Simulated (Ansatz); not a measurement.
Consider O vacancy in monoclinic ZrO2 strained by -1.5 % along x and y, z held, neutral cell. All values below come from PBE, PAW (plane waves to 420 eV; Ansatz, a program for electronic structure).

Cell of 96 host sites held at the strained lattice (strain from the relaxed PBE one, atoms relaxed); the Γ point alone; Fermi-Dirac width 0.01 eV, spin-restricted; finite-size errors left in. No zero-point or tunnelling terms. The charge state is imposed; whether it is stable for some Fermi level was not computed. Forms of the defect that were not tried may lie lower.

Barriers: single points on a 2×2×2 k-point mesh shifted by half a step at the bands' geometries (they differ from the bands' own by up to 0.16 eV, and are uncertain by about as much).

The step: a nearby O atom hops onto the vacant site; the atom moves 2.42 Å along (-0.09, 0.46, -0.04) of the unit cell; the moving atom starts with neighbours O at 2.52, O at 2.69, O at 2.70; Zr at 2.11, 2 Zr at 2.19, Zr at 2.32 Å and ends with O at 2.52, O at 2.69, O at 2.70; Zr at 2.11, 2 Zr at 2.19, Zr at 2.32 Å.

**Question.** What is the computed migration barrier of this step (PBE, PAW)?

**Answer.** 2.23 eV, the same both ways. At the saddle the moving atom has neighbours 2 Zr at 1.99 Å. The saddle point's order was not checked, and it lies on a symmetry element of the cell, where a band can be held.
